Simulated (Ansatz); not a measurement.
The starting structures come from a database of crystals and need not be the phases stable at ambient conditions.

Tunnelling through a barrier is set by its complex band structure: the current falls as exp(−2κd) with the smallest κ.

Data:

```xyz
6
Lattice="4.7173 0.0000 0.0000 0.0000 4.7173 0.0000 0.0000 0.0000 3.1413" Properties=species:S:1:pos:R:3 pbc="T T T"
Hf     0.0000     0.0000     0.0000
Hf     2.3586     2.3586     1.5707
O      3.7976     0.9197     1.5707
O      0.9197     3.7976     1.5707
O      1.4390     1.4390     0.0000
O      3.2783     3.2783     0.0000
```

Space group of this cell: P4_2/mnm, rutile. The cell is strained (all lengths scaled by 0.98); by r2SCAN its mean pressure is 20.7 GPa.

Transport runs along the normal of the first two printed cell vectors, the (001) plane of the conventional cell.

The gap is the functional's own. No spin-orbit coupling. Mid-gap values are interpolated on the energy grid.

State the band gap and the smallest decay constant κ at mid-gap according to r2SCAN in Ansatz (an electronic-structure program).

Gap 4.84 eV on a 6×6×10 mesh; κ = 0.351 1/Å, at the zone centre.
